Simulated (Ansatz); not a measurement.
Ansatz (a quantum-chemistry and plane-wave program) run on BaAlGeH (P3m1, 4 atoms in the cell): relaxation of cell and atoms.

Method of the run: LDA (PW92), PAW files made with PBE (plane waves; Ansatz).

```
BaAlGeH
1.0
    4.40073     0.00000     0.00000
   -2.20036     3.81114     0.00000
    0.00000     0.00000     5.27210
Ba Al Ge H
1 1 1 1
Direct
  0.33333   0.66667   0.09902
  0.00000   0.00000   0.64135
  0.66667   0.33333   0.55274
  0.00000   0.00000   0.97289
```

Reference input (self-consistent single point, DFT, LDA (PW92), plane waves, PAW files made with PBE): kpoints.mp_grid.grid = 5 5 3; hamiltonian.xc = lda; hamiltonian.pseudopotentials = {kind: paw} (the program's default PAW files); scf.occupations.method = fermi_dirac; scf.occupations.width = 0.01 eV. This run's input differs from it in these lines:

```diff
@@ -18,2 +18,4 @@
   occupations: { method: fermi_dirac, width: 0.01 eV }
+relax:
+  cell: {}
 output:
```

The program printed (abridged):

```
   [... SCF lines of the steps left out ...]
relax step   1: F+E_penalty+E_count = -10526.18647365 eV  Δ(F+E_penalty+E_count) = +0.000e0 eV  max|allowed force component| = 5.533e-2 eV/Å  Δτ_max = 0.0000 Å  P = -4.336 GPa  Ω = 88.423 Å³  (8 SCF iters, dr2 threshold 1.00e-7 eV, accepted)
relax step   2: F+E_penalty+E_count = -10526.26875830 eV  Δ(F+E_penalty+E_count) = -8.228e-2 eV  max|allowed force component| = 4.750e-1 eV/Å  Δτ_max = 0.0926 Å  P = +1.225 GPa  Ω = 78.987 Å³  energy of the carried Pulay correction = +2.173e-3 eV  [...]
   [... lines left out ...]
relax step   6: F+E_penalty+E_count = -10526.30879961 eV  Δ(F+E_penalty+E_count) = -1.622e-4 eV  max|allowed force component| = 4.983e-3 eV/Å  Δτ_max = 0.0007 Å  P = +0.012 GPa  Ω = 80.059 Å³  energy of the carried Pulay correction = +1.914e-3 eV  [...]
relax step   7: F+E_penalty+E_count = -10526.30724341 eV  Δ(F+E_penalty+E_count) = +1.556e-3 eV  max|allowed force component| = 5.173e-3 eV/Å  Δτ_max = 0.0000 Å  P = +0.000 GPa  Ω = 80.059 Å³  stress off target by 2.95e-2 GPa  SCF on the basis [...]
basis re-selected at this cell: Δ(F+E_penalty+E_count) = +1.556e-3 eV, ΔP = -0.012 GPa vs the last step
the relaxation is at rest under the 6 symmetry operations that the run kept from its start: a minimum is not shown …
Free energy (F): -10526.307243 eV
Internal energy: -10526.307243 eV  (E = F + TS)
E sigma→0 (E₀):  -10526.307243 eV
Fermi energy:    8.442823 eV
--- Forces (eV/Å), atoms counted from 1 ---
  atom   1  Ba     0.00000000    -0.00000000    -0.00360028
  atom   2  Al    -0.00000000     0.00000000    -0.00296766
   [... lines left out ...]
  cell:  # Å, volume = 80.0592 Å³
   [... lines left out ...]
  atoms:
    - { symbol: Ba, position: [0.33333333333333326, 0.6666666666666665, 0.09826175359199403] }
    - { symbol: Al, position: [-8.536967883834656e-19, -1.6752619833533987e-33, 0.6349314921221809] }
    - { symbol: Ge, position: [0.6666666666666666, 0.33333333333333326, 0.5527431539880583] }
    - { symbol: H, position: [9.541282260497876e-19, -1.0362146784701227e-33, 0.9800636002977665] }
```

The run converged. 

Summary of the result:
| Item | Value |
|---|---|
| Free energy E − TS (on the zero of these files) | -10526.3072 eV |
| Top of the valence band (on the code's own zero) | 7.88 eV |
| Gap on the k-point mesh | 1.14 eV |
| Pressure | 0.00 GPa |
| Largest force (vector length) | 0.005 eV/Å |
| Final cell | a = 4.2963 Å, b = 4.2963 Å, c = 5.0083 Å, α = 90.00°, β = 90.00°, γ = 120.00° |
| Final volume per atom | 20.01 Å³ |
| Relaxation steps | 7 |

The starting cell comes from a database of computed structures (which also holds hypothetical and non-ambient phases and stackings), without a prior relaxation at this level. Its lattice was rescaled by a random factor within 2.5 % of one. The relaxation keeps the symmetry of its start, so its end need not be a minimum. Ansatz's pressure includes its estimate of the finite-basis (Pulay) stress.

Keys are those of Ansatz 0.2.
